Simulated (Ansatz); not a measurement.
Reference: NbRh$_{3}$ (Pm-3m), PBEsol, DFPT electron-phonon coupling, linearised Boltzmann equation (plane waves, PAW, scalar-relativistic; Ansatz, a quantum-chemistry and plane-wave program); geometry: relaxed with this functional, without spin-orbit coupling.

```
CELL_PARAMETERS angstrom
      3.84536     0.00000     0.00000
      0.00000     3.84536     0.00000
      0.00000     0.00000     3.84536
ATOMIC_POSITIONS crystal
  Nb 0.00000 0.00000 0.00000
  Rh 0.00000 0.50000 0.50000
  Rh 0.50000 0.00000 0.50000
  Rh 0.50000 0.50000 0.00000
```

| Item | Result |
|---|---|
| resistivity at 300 K | 8.2 μΩ·cm |
| mean free path at 300 K | 13.3 nm |
| electron-phonon coupling λ | 0.24 |
| logarithmic mean phonon energy | 22 meV |

Replace Rh by Ir on the same sites and relax. What happens?

NbIr$_{3}$ (Pm-3m): volume per atom 14.2 to 14.6 Å³; resistivity at 300 K stays about the same (8.2 μΩ·cm to 7.7 μΩ·cm); mean free path at 300 K rises (13.3 nm to 18.9 nm); electron-phonon coupling λ stays about the same (0.24 to 0.22); logarithmic mean phonon energy stays about the same (22 meV to 19.1 meV).

Swap Nb for Ta, keeping the structure type. How do these values move?

TaRh3 (Pm-3m): volume per atom 14.2 to 14.2 Å³; resistivity at 300 K stays about the same (8.2 μΩ·cm to 8.1 μΩ·cm); mean free path at 300 K stays about the same (13.3 nm to 14.0 nm); electron-phonon coupling λ stays about the same (0.24 to 0.22); logarithmic mean phonon energy stays about the same (22 meV to 21 meV).

Swap Nb for Ir, keeping the structure type. How do these values move?

IrRh₃ (Pm-3m): volume per atom 14.2 to 13.6 Å³; resistivity at 300 K falls (8.2 μΩ·cm to 5.5 μΩ·cm); mean free path at 300 K falls (13.3 nm to 7.2 nm); electron-phonon coupling λ rises (0.24 to 0.40); logarithmic mean phonon energy stays about the same (22 meV to 21 meV).

Moves up to 17 % count as about the same. Metals; harmonic phonons alone scatter; means over directions. The mean free path is weighted by the current that each state carries. Halving the electron mesh moves these values by up to 11 %; q meshes are mostly untested. Some of the runs warned that the eigensolver left states short of its tolerance. Spin-orbit coupling is left out.

Formula and space group known from diffraction (Crystallography Open Database), not checked to be the room-temperature form: NbIr3 (Pm-3m), NbRh3 (Pm-3m), TaRh3 (Pm-3m). Computed structure with no diffraction record at hand here (it may be known, metastable or hypothetical): IrRh3 (Pm-3m). The missing spin-orbit coupling matters most for IrRh3 (Pm-3m), NbIr3 (Pm-3m), TaRh3 (Pm-3m).
